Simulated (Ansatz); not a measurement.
**A computed series for CdTe: response to strain**

The reference is CdTe in the zinc blende structure (space group F-43m, No. 216; a = 6.5576 Å). Axes: x, y, z lie along the cube axes.

Strains are applied to the cell and any free atomic positions relax; under biaxial strain the out-of-plane vector relaxes too; under stress the whole cell relaxes.

All numbers come from r2SCAN (Ansatz, a quantum-chemistry and plane-wave program), scalar-relativistic without spin-orbit coupling.

Notes on the quantities. energy relative to the base: free energy F.

| case | volume per atom | space group | band gap | energy relative to the base |
|---|---|---|---|---|
| base | 35.25 Å³ | F-43m (No. 216) | 1.17 eV | 0 meV/atom |
| biaxial strain −4.30 %, plane normal [001], relaxed out of plane | 34.09 Å³ | I-4m2 (No. 119) | 1.11 eV | +18 meV/atom |
| isotropic strain −1.14 % | 34.06 Å³ | F-43m (No. 216) | 1.28 eV | +5.4 meV/atom |
| uniaxial stress, 5 GPa compression along z | 29.10 Å³ | I-4m2 (No. 119) | zero | +0.259 eV/atom |
| uniaxial stress, 0.5 GPa compression along x | 35.09 Å³ | I-4m2 (No. 119) | 1.11 eV | +1.2 meV/atom |
| tensor shear ε_xz = −1.12 % | 35.24 Å³ | Imm2 (No. 44) | 1.10 eV | +1.1 meV/atom |

A case with no gap was solved on a k-mesh chosen for an insulator, which is coarse for it. With Te present, leaving out spin-orbit coupling can change the band edges. Stability under load was not tested beyond the relaxation. All final runs are without spin polarisation. Under uniaxial stress, 5 GPa compression along z the cell changed shape so far that it is another structure.
